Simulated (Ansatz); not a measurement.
**Ansatz (an electronic-structure program) run on RbBr (F-43m, 2 atoms in the cell): self-consistent single point**

Level of theory: LDA (PW92), default PAW files made with PBE (plane waves; Ansatz).

This input was run:

Ansatz 0.2 input:
```yaml
# RbBr
crystal:
  lattice:
    - [0.00000000, 3.78750000, 3.78750000]
    - [3.78750000, 0.00000000, 3.78750000]
    - [3.78750000, 3.78750000, 0.00000000]
  atoms:
    - { symbol: Br, position: [0.25000000, 0.25000000, 0.25000000] }
    - { symbol: Rb, position: [0.00000000, 0.00000000, 0.00000000] }
basis:
  ecutwfc: 420.0 eV
kpoints:
  mp_grid: { grid: [6, 6, 6] }
hamiltonian:
  xc: lda
  pseudopotentials: { kind: paw }
scf:
  occupations: { method: cold, width: 0.1 eV }
output:
  forces: true
  eigenvalues: true
  stress: true
```

The program printed (abridged):

```
WARN ansatz: RAYON_NUM_THREADS=1 ignored (pool sized by the plan → 1); use --threads N
Pseudopotentials: kind: paw
Pseudopotential: Br, paw, valence charge 7
Pseudopotential: Rb, paw, valence charge 9
Crystal: 2 atoms, lattice volume = 108.665 Å³
Basis set: ecut = 420 eV, 2109 PW (Γ)
Bands: 12, of which v1, the nominal top of the filled ones, is band 8 counted from 1 (7 counted from 0)
Symmetry: 24 space group operations
Space group: F-43m (ITA 216), of the structure as read, at distance tolerance 4.8e-5 Å
k-points: 16 of 216 (time reversal used)
PAW frozen core: Br, regenerated for the run's functional, and the local potential with it
PAW frozen core: Rb, regenerated for the run's functional, and the local potential with it
Initial density: superposition of atomic densities (neutral atoms: chi_scale 0, normalization atom), corrected by the library's trained network
Initial wavefunctions: pseudopotential atomic-orbital guess
Eigensolver: davidson
Functional: x = slater, c = lda
SCF iter   1: F=—  HF=-5867.792671 eV  |F-HF|=—  |Δ(HF+E_count)|=         —  Δρ=3.28e-3  dr2=6.86e-3  ethr=1.77e-3  ⟨swp⟩=8.2  Hψ=1394  notcnv=0
all-band conjugate gradients solve this SCF's bands
preconditioner: auto → none
SCF iter   2: F=—  HF=-5867.791810 eV  |F-HF|=—  |Δ(HF+E_count)|=   8.61e-4  S|Δr|=    0.00e0  Δρ=1.54e-3  dr2=1.34e-3  ethr=4.29e-5  ⟨swp⟩=1.9  Hψ=360  notcnv=0
SCF iter   3: F=—  HF=-5867.791607 eV  |F-HF|=—  |Δ(HF+E_count)|=   2.03e-4  S|Δr|=    0.00e0  Δρ=2.12e-4  dr2=9.37e-5  ethr=8.35e-6  ⟨swp⟩=2.2  Hψ=298  notcnv=0
SCF iter   4: F=—  HF=-5867.791577 eV  |F-HF|=—  |Δ(HF+E_count)|=   2.96e-5  S|Δr|=    0.00e0  Δρ=3.71e-5  dr2=1.26e-6  ethr=5.86e-7  ⟨swp⟩=2.0  Hψ=296  notcnv=0
SCF iter   5: F=-5867.791577 eV  HF=-5867.791577 eV  |F-HF|=9.11e-9  |Δ(HF+E_count)|=   1.42e-7  S|Δr|=    0.00e0  Δρ=1.23e-5  dr2=4.08e-8  ethr=6.25e-10  ⟨swp⟩=7.8  Hψ=1183  notcnv=0
SCF 1 converged in 5 iterations: F = -5867.791577 eV  dr2 = 4.08e-8
SCF converged after 5 iterations
Stability not checked (fill_not_monotonic)
Free energy (F): -5867.791577 eV
Harris-Foulkes:  -5867.791577 eV  (|F-HF|=9.11e-9)
Internal energy: -5867.791577 eV  (E = F + TS)
E sigma→0 (E₀):  -5867.791577 eV
Fermi energy:    1.013440 eV
Step filling:    the computed levels leave a gap of 3.8712 eV = 38.7 smearing widths
--- Per-component energies (eV) ---
  E_band       = -140.758162
  E_kinetic    = 327.650794
  E_local      = -991.241558  (includes V_loc(G=0)·N_el)
  E_nonlocal   = 249.152803
  E_hartree    = 283.775510
  E_xc         = -390.812584
  E_vxc        = -241.895190  (∫ρ·V_xc dr)
  E_paw        = -4684.243333  (= ΣΔE_a)
  E_vpaw       = -51.974860  (= ΣTr[D̂ρ^β])
  E_aug_tail   = -0.000002  (compensation charges beyond the density's cutoff)
  E_ewald      = -662.550977
  E_core_change = 0.477770  (= ΣΔE_core)
  E_smearing   = 0.000000  (= −TS)
  E_closure    = 0.000000  (closes the sum)
  Σ components = -5867.791577   (vs F -5867.791577, Δ=0.00e0)
--- Forces (eV/Å), atoms counted from 1 ---
  atom   1  Br    -0.00000000     0.00000000     0.00000000
  atom   2  Rb     0.00000000    -0.00000000    -0.00000000
  max |Σ_I F_I| component: 8.33e-17 eV/Å
--- Stress (GPa, compression-positive) ---
       -0.474056       0.000000      -0.000000
        0.000000      -0.474056       0.000000
       -0.000000       0.000000      -0.474056
  P = ⅓ Tr σ = -0.4741 GPa (-4.741 kbar)
  The stress holds the Pulay correction. Without it, at fixed plane waves, as pw.x and ABINIT print it: P = -0.4825 GPa
--- Band table (eV; the first three rows and the last of 16) ---
  k-point 0: bands = ["-25.3887", "-12.9712", "-9.5048", "-9.5048", "-9.5048", "-1.1230", "-1.1230", "-1.1230", "2.8749", "7.0879", "7.0879", "8.1351"]
  k-point 1: bands = ["-25.3879", "-12.9856", "-9.5091", "-9.5091", "-9.4896", "-1.2054", "-1.1067", "-1.1067", "3.3021", "6.8138", "6.8138", "7.7419"]
  k-point 2: bands = ["-25.3863", "-13.0138", "-9.5176", "-9.5176", "-9.4612", "-1.3188", "-1.0752", "-1.0752", "4.2551", "6.4726", "6.6753", "6.6753"]
  k-point 15: bands = ["-25.3844", "-13.0452", "-9.5588", "-9.5470", "-9.3777", "-1.3794", "-1.1064", "-0.9969", "4.8483", "5.5727", "7.4947", "7.6395"]
```

The run converged in 5 iterations.

The starting cell was generated: these elements placed on a structure prototype, without a prior relaxation; it need not be a known phase or ordering of this composition. Ansatz's pressure includes its estimate of the finite-basis (Pulay) stress.
